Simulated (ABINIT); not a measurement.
ABINIT run on CuTe (Pmmn, 4 atoms in the cell): self-consistent single point

Computed with LDA (PW92), PAW (JTH v2.0 LDA PAW) (plane waves; ABINIT 10.0.3).

The input file:

```
# CuTe, JTH v2.0 LDA PAW
pp_dirpath "./"
pseudos "Cu.LDA_PW-JTH.xml, Te.LDA_PW-JTH.xml"
acell 3*1.0 Angstrom
rprim
         3.1974320000    0.0000000000    0.0000000000
         0.0000000000    3.9457590000    0.0000000000
         0.0000000000    0.0000000000    7.2194230000
natom 4
ntypat 2
znucl 29 52
typat 1 1 2 2
xcart
         0.0000000000    1.9728795000    3.3540717316
         1.5987160000    0.0000000000    3.8653512684
         0.0000000000    0.0000000000    1.7198831413
         1.5987160000    1.9728795000    5.4995398587
      Angstrom
ecut 60 Ry
pawecutdg 120 Ry
pawxcdev 0
occopt 7
tsmear 0.136 eV
nband 33
kptopt 1
ngkpt 7 6 3
nshiftk 1
shiftk 0 0 0
nstep 60
tolvrs 1.0e-10
prtwf 0
prtden 0
enunit 1
```

The program printed (abridged):

```
 Symmetries : space group Pm m n (# 59); Bravais oP (primitive ortho.)

 -outvars: echo values of preprocessed input variables --------
            acell      1.8897261329E+00  1.8897261329E+00  1.8897261329E+00 Bohr
             ecut      3.00000000E+01 Hartree
           enunit           1
              ixc       -1012
         kptrlatt        7    0    0      0    6    0      0    0    3
          kptrlen      4.09281969E+01
            natom           4
            nband          33
            ngfft          30      40      72
          ngfftdg          45      54      96
             nkpt          32
            nstep          60
             nsym           8
           ntypat           2
           occopt           7
        pawecutdg      6.00000000E+01 Hartree
         pawxcdev           0
            rprim      3.1974320000E+00  0.0000000000E+00  0.0000000000E+00
                       0.0000000000E+00  3.9457590000E+00  0.0000000000E+00
                       0.0000000000E+00  0.0000000000E+00  7.2194230000E+00
          spgroup          59
           tolvrs      1.00000000E-10
           tsmear      4.99790825E-03 Hartree
            typat      1  1  2  2
           useylm           1
             xred      0.0000000000E+00  5.0000000000E-01  4.6459000000E-01
                       5.0000000000E-01  0.0000000000E+00  5.3541000000E-01
                       0.0000000000E+00  0.0000000000E+00  2.3823000000E-01
                       5.0000000000E-01  5.0000000000E-01  7.6177000000E-01
            znucl       29.00000   52.00000

== DATASET  1 ==================================================================

 Real(R)+Recip(G) space primitive vectors, cartesian coordinates (Bohr,Bohr^-1):
 R(1)=  6.0422708  0.0000000  0.0000000  G(1)=  0.1655007  0.0000000  0.0000000
 R(2)=  0.0000000  7.4564039  0.0000000  G(2)=  0.0000000  0.1341129  0.0000000
 R(3)=  0.0000000  0.0000000 13.6427323  G(3)=  0.0000000  0.0000000  0.0732991
 Unit cell volume ucvol=  6.1465436E+02 bohr^3
 Angles (23,13,12)=  9.00000000E+01  9.00000000E+01  9.00000000E+01 degrees

 Coarse grid specifications (used for wave-functions):

 getcut: wavevector=  0.0000  0.0000  0.0000  ngfft=  30  40  72
         ecut(hartree)=     30.000   => boxcut(ratio)=   2.01370

 Fine grid specifications (used for densities):

 getcut: wavevector=  0.0000  0.0000  0.0000  ngfft=  45  54  96
         ecut(hartree)=     60.000   => boxcut(ratio)=   2.01804

   1.45380486E+04                                ecore*ucvol(ha*bohr**3)

_setup2: Arith. and geom. avg. npw (full set) are    4824.405    4824.383

--- !BeginCycle
solver: {iscf: 17, nstep: 60, nline: 4, wfoptalg: 10, }
tolerances: {tolvrs: 1.00E-10, }
...

     iter   Etot(hartree)      deltaE(h)  residm     nres2
 ETOT  1  -409.40537353792    -4.094E+02 6.843E+01 4.783E+01
 ETOT  2  -413.21606407071    -3.811E+00 5.439E-02 6.550E+01
 ETOT  3  -413.07588713320     1.402E-01 7.390E-02 3.592E+00
 ETOT  4  -413.07205400736     3.833E-03 3.794E-02 7.068E-01
 ETOT  5  -413.07017918213     1.875E-03 4.756E-03 9.287E-02
 ETOT  6  -413.06996707736     2.121E-04 2.961E-03 7.551E-03
   [... 6 lines left out ...]
 ETOT 13  -413.06990788822     3.144E-10 1.370E-04 5.720E-08
 ETOT 14  -413.06990788817     5.190E-11 9.275E-05 1.556E-08
 ETOT 15  -413.06990788810     6.258E-11 7.797E-05 1.755E-09
 ETOT 16  -413.06990788810     2.728E-12 4.660E-05 1.129E-10
 ETOT 17  -413.06990788810     5.286E-12 4.377E-05 7.459E-11

 At SCF step   17       nres2   =  7.46E-11 < tolvrs=  1.00E-10 =>converged.

 Cartesian components of stress tensor (hartree/bohr^3)
  sigma(1 1)=  4.84773134E-05  sigma(3 2)=  0.00000000E+00
  sigma(2 2)=  6.04687779E-05  sigma(3 1)=  0.00000000E+00
  sigma(3 3)=  3.36410948E-05  sigma(2 1)=  0.00000000E+00

 ----iterations are completed or convergence reached----

 reduced coordinates (array xred) for    4 atoms
       0.000000000000      0.500000000000      0.464590000004
       0.500000000000      0.000000000000      0.535409999996
       0.000000000000      0.000000000000      0.238230000001
       0.500000000000      0.500000000000      0.761769999999
 cartesian forces (eV/Angstrom) at end:
    1      0.00000000000000    -0.00000000000000     0.06544475422305
    2     -0.00000000000000    -0.00000000000000    -0.06544475422305
    3      0.00000000000000    -0.00000000000000    -0.04797619273832
    4      0.00000000000000    -0.00000000000000     0.04797619273832
 frms,max,avg= 3.3127861E-02 6.5444754E-02   0.000E+00  0.000E+00  0.000E+00 e/A
 length scales=  1.889726132886  1.889726132886  1.889726132886 bohr
              =  1.000000000000  1.000000000000  1.000000000000 angstroms
 Fermi (or HOMO) energy (eV) =  -3.61150   Average Vxc (eV)= -10.04735
 Eigenvalues (   eV  ) for nkpt=  32  k points:
 kpt#   1, nband= 33, wtk=  0.00794, kpt=  0.0000  0.0000  0.0000 (reduced coord)
-115.49517 -115.48708  -73.36593  -73.36580  -73.36120  -73.31134  -73.28017  -73.24727
 -16.88339  -15.95508  -10.22893   -8.13410   -7.94814   -7.28649   -6.85527   -6.82678
  -6.78415   -6.73552   -6.27856   -5.93155   -5.67463   -5.44227   -4.70620   -3.18747
  -2.21524   -1.79070   -0.76058   -0.64553    0.69475    1.49412    3.56309    4.57702
   4.64408
 prteigrs : prtvol=0 or 1, do not print more k-points.

--- !EnergyTerms
comment             : Components of total free energy in Hartree
kinetic             :  2.71497872832923E+01
hartree             :  2.15651001096103E+02
xc                  : -1.37062905300594E+01
Ewald energy        : -1.13753476539512E+02
psp_core            :  2.36523964027566E+01
local_psp           : -4.85523221713019E+02
spherical_terms     : -6.65395091985611E+01
internal            : -4.13069313199000E+02
'-kT*entropy'       : -5.96082550185610E-04
total_energy        : -4.13069909281550E+02
total_energy_eV     : -1.12402038624756E+04
...

-Cartesian components of stress tensor (GPa)         [Pressure= -1.3984E+00 GPa]
- sigma(1 1)=  1.42625156E+00  sigma(3 2)=  0.00000000E+00
- sigma(2 2)=  1.77905257E+00  sigma(3 1)=  0.00000000E+00
- sigma(3 3)=  9.89755015E-01  sigma(2 1)=  0.00000000E+00

 Calculation completed.
```

The run converged in 17 iterations.

The starting cell comes from a database of computed structures (which also holds hypothetical and non-ambient phases and stackings), without a prior relaxation at this level. Its lattice was rescaled by a random factor within 2.5 % of one. Spin polarisation is off. The run gives no clean gap (levels at the Fermi energy touch, overlap or are partly filled at this smearing), which alone does not show that the compound is a metal.

Cost on one core of a shared machine: roughly 10 min.
